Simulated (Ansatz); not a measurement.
System: interstitial Li in rock-salt PbTe (charge state +1). These are PBE, PAW (plane waves to 420 eV; Ansatz, a first-principles code) values and carry that method's errors.

Settings: 64 host sites, the relaxed PBE lattice, one k-point at (0.250, 0.250, 0.250), smearing 0.01 eV, spin-restricted, no image-charge correction. Static, classical nuclei. Spin-orbit coupling is left out. The charge state is imposed; whether it is stable for some Fermi level was not computed. Sites that were not tried may lie lower.

Barriers: single points on a 2×2×2 k-point mesh shifted by half a step at the bands' geometries.

The step: Li moves alone to another site. Atoms about the jump, Cartesian Å from the middle of the jump, before and after:

```csv
atom,x0,y0,z0,x1,y1,z1
Li1,0.00,0.00,1.64,0.00,0.00,-1.64
Te2,1.62,-1.61,0.03,1.62,-1.61,-0.03
Te3,-1.61,1.62,0.03,-1.61,1.62,-0.03
Pb4,-1.81,-1.81,-0.17,-1.81,-1.81,0.17
Pb5,1.81,1.81,-0.15,1.81,1.81,0.15
```

Problem. Give the saddle-point geometry and the barrier.

Solution. 
```json
[
 {"atom": "Li1", "x": "0.01", "y": "0.01", "z": "0.00"},
 {"atom": "Te2", "x": "1.80", "y": "-1.78", "z": "0.00"},
 {"atom": "Te3", "x": "-1.78", "y": "1.81", "z": "0.00"},
 {"atom": "Pb4", "x": "-1.96", "y": "-1.96", "z": "-0.07"},
 {"atom": "Pb5", "x": "1.98", "y": "1.98", "z": "0.07"}
]
```
It lies 0.71 eV above the start and 0.71 eV above the end. The saddle point's order was not checked, and it lies on a symmetry element of the cell, where a band can be held. Symmetry-equivalent saddle points exist between the same ends.
